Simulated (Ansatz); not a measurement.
Ansatz (a quantum-chemistry and plane-wave program) run on InSe (Cm, 4 atoms in the cell): self-consistent single point.

Method: PBEsol, default PAW files made with PBE (plane waves; Ansatz).

The change in words: lattice scaled by 0.98; basis.ecutwfc: 420 eV → 295 eV. Reference geometry:
```
InSe
1.0
    5.85553    -2.06492     0.00000
    5.85553     2.06492     0.00000
   -1.73185     0.00000     4.79521
In Se
2 2
Cartesian
 -0.34143   0.00000   4.62060
 10.32064   0.00000   0.22461
  3.39756   0.00000   1.58741
  6.58165   0.00000   3.20780
```

Reference input (self-consistent single point, DFT, PBEsol, plane waves, default PAW files made with PBE): basis.ecutwfc = 420 eV; kpoints.mp_grid.grid = 5 5 3; hamiltonian.xc = pbesol; hamiltonian.pseudopotentials = {kind: paw} (the program's default PAW files); scf.occupations.method = fixed. This run's input differs from it in these lines:

Ansatz 0.2 input:
```diff
@@ -2,12 +2,12 @@
   lattice:
-    - [5.85552700, -2.06492300, 0.00000000]
-    - [5.85552700, 2.06492300, 0.00000000]
-    - [-1.73184800, 0.00000000, 4.79520900]
+    - [5.73841600, -2.02362500, 0.00000000]
+    - [5.73841600, 2.02362500, 0.00000000]
+    - [-1.69721100, 0.00000000, 4.69930500]
   atoms:
-    - { symbol: In, position_ang: [-0.34143194, -0.00000000, 4.62060105] }
-    - { symbol: In, position_ang: [10.32063840, -0.00000000, 0.22460759] }
-    - { symbol: Se, position_ang: [3.39755612, -0.00000000, 1.58740599] }
-    - { symbol: Se, position_ang: [6.58164988, 0.00000000, 3.20780301] }
+    - { symbol: In, position_ang: [-0.33460336, -0.00000000, 4.52818921] }
+    - { symbol: In, position_ang: [10.11422482, -0.00000000, 0.22011545] }
+    - { symbol: Se, position_ang: [3.32960470, 0.00000000, 1.55565793] }
+    - { symbol: Se, position_ang: [6.45001630, 0.00000000, 3.14364707] }
 basis:
-  ecutwfc: 420.0
+  ecutwfc: 295.0
 kpoints:
```

Log, with long lists cut:

```
SCF iter   1: F=—  HF=-21900.811467 eV  |F-HF|=—  |Δ(HF+E_count)|=         —  Δρ=5.46e-3  dr2=2.43e-2  ethr=1.77e-3  ⟨swp⟩=4.3  Hψ=2757  notcnv=0  defer=92
all-band conjugate gradients solve this SCF's bands
preconditioner: auto → Resta (q_TF=auto, 2.455 Å⁻¹)
SCF iter   2: F=—  HF=-21900.793430 eV  |F-HF|=—  |Δ(HF+E_count)|=   1.80e-2  Δρ=2.33e-3  dr2=3.11e-3  ethr=4.20e-5  ⟨swp⟩=2.0  Hψ=1776  notcnv=0  defer=96
   [... lines left out ...]
SCF iter   4: F=—  HF=-21900.792799 eV  |F-HF|=—  |Δ(HF+E_count)|=   6.53e-5  Δρ=2.34e-4  dr2=5.67e-5  ethr=5.55e-7  ⟨swp⟩=2.0  Hψ=949  notcnv=0  defer=42
SCF iter   5: F=—  HF=-21900.792828 eV  |F-HF|=—  |Δ(HF+E_count)|=   2.99e-5  Δρ=4.27e-5  dr2=3.01e-6  ethr=9.78e-8  ⟨swp⟩=2.0  Hψ=969  notcnv=0  defer=37
SCF iter   6: F=—  HF=-21900.792830 eV  |F-HF|=—  |Δ(HF+E_count)|=   1.87e-6  Δρ=1.23e-5  dr2=2.44e-7  ethr=5.18e-9  ⟨swp⟩=2.0  Hψ=1499  notcnv=0  defer=37
SCF iter   7: F=-21900.792830 eV  HF=-21900.792830 eV  |F-HF|=3.57e-9  |Δ(HF+E_count)|=   1.33e-7  Δρ=2.44e-6  dr2=7.84e-9  ethr=1.72e-10  ⟨swp⟩=9.6  Hψ=3845  notcnv=0
SCF 1 converged in 7 iterations: F = -21900.792830 eV  dr2 = 7.84e-9
Free energy (F): -21900.792830 eV
Internal energy: -21900.792830 eV  (E = F + TS)
E sigma→0 (E₀):  -21900.792830 eV
Fermi energy:    7.575030 eV
--- Forces (eV/Å), atoms counted from 1 ---
  atom   1  In    -0.14294188     0.00000000    -0.19733463
  atom   2  In     0.12919831     0.00000000    -0.08234896
  atom   3  Se     0.07529721     0.00000000     0.56986486
  atom   4  Se    -0.06155451     0.00000000    -0.29019099
--- Stress (GPa, compression-positive) ---
        1.772428       0.000000       0.488494
        0.000000       1.222047       0.000000
        0.488494       0.000000       1.069795
  P = ⅓ Tr σ = 1.3548 GPa (13.548 kbar)
  The stress holds the Pulay correction. Without it, at fixed plane waves, as pw.x and ABINIT print it: P = -3.0291 GPa
```

The run converged in 7 iterations. Against the reference run the free energy goes up by 60.9 meV/atom, the pressure goes from -1.88 to 1.35 GPa, the largest force goes from 0.258 to 0.575 eV/Å and the gap on the mesh goes from 1.343 to 1.434 eV.

The starting cell comes from a database of computed structures (which also holds hypothetical and non-ambient phases and stackings), without a prior relaxation at this level. Its lattice was rescaled by up to half a per cent. One atom was moved a little off its site on purpose. For this run, on top of that: lattice scaled by 0.98. Ansatz's pressure includes its estimate of the finite-basis (Pulay) stress. Without the estimate this run gives -3.03 GPa. The cutoff lies below the one recommended for these files.
